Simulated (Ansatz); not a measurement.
Abridged Ansatz (a quantum-chemistry and plane-wave program) output:

```
Pseudopotential: Si, paw, valence charge 4
Pseudopotential: S, paw, valence charge 6
Crystal: 6 atoms, lattice volume = 104.980 Å³
Basis set: ecut = 420 eV, 2103 PW (Γ), exchange–correlation on 48×48×160 points (8 copies of the dense FFT grid, shifted against one another)
Bands: 22, of which v1, the nominal top of the filled ones, is band 16 counted from 1 (15 counted from 0)
Symmetry: 24 space group operations
k-points: 99 of 1156
Functional: x = pbe(κ = 0.804, μ = 0.2195149727645171), c = pbe(β = 0.06672455060314922)
SCF iter   1: F=—  HF=-4882.395329 eV  |F-HF|=—  |Δ(HF+E_count)|=         —  Δρ=5.09e-3  dr2=4.02e-2  ethr=1.77e-3  ⟨swp⟩=7.2  Hψ=12907  notcnv=0
SCF iter   2: F=—  HF=-4882.390734 eV  |F-HF|=—  |Δ(HF+E_count)|=   4.60e-3  Δρ=3.05e-3  dr2=1.51e-2  ethr=1.26e-4  ⟨swp⟩=1.0  Hψ=2995  notcnv=0  defer=13
SCF 1 converged in 8 iterations: F = -4882.389191 eV  dr2 = 2.55e-10
SCF converged after 8 iterations
Free energy (F): -4882.389191 eV
Internal energy: -4882.382360 eV  (E = F + TS)
E sigma→0 (E₀):  -4882.385776 eV
Entropy (-TS):   -0.006831 eV (-1.139 meV/atom)
Fermi energy:    7.711770 eV
  E_disp       = -2.093437  (pairwise vdW)
--- Forces (eV/Å), atoms counted from 1 ---
  atom   1  Si     0.00000000     0.00000000     0.00000000
  atom   2  Si     0.00000000    -0.00000000     0.00000000
  atom   3  S     -0.00000000     0.00000000     0.00090219
  atom   4  S     -0.00000000    -0.00000000     0.00090219
  atom   5  S      0.00000000    -0.00000000    -0.00090219
  atom   6  S     -0.00000000    -0.00000000    -0.00090219
--- Stress (GPa, compression-positive) ---
       -0.000895       0.000000       0.000000
        0.000000      -0.000895      -0.000000
        0.000000      -0.000000      -0.008527
  P = ⅓ Tr σ = -0.0034 GPa (-0.034 kbar)
```

Problem. What was computed, and what are the main results?

Solution. SiS2, 6 atoms in the cell, with Kohn–Sham DFT with the PBE-D3(BJ) functional, run in Ansatz with PAW and 420 eV plane waves, no spin-orbit coupling. The last SCF converged to F = -4882.389191 eV, or -813.7315 eV per atom, at a pressure of 0.00 GPa. The total energy compares only with runs of the same code, potentials and settings.

Whether these cells are dynamically stable was not tested. All final runs are without spin polarisation. The cell is SiS₂ in the 2H-MoS2 type structure (space group P6_3/mmc, No. 194; a hypothetical phase, not in the database extracts checked; layered, stacked along the Cartesian z axis).
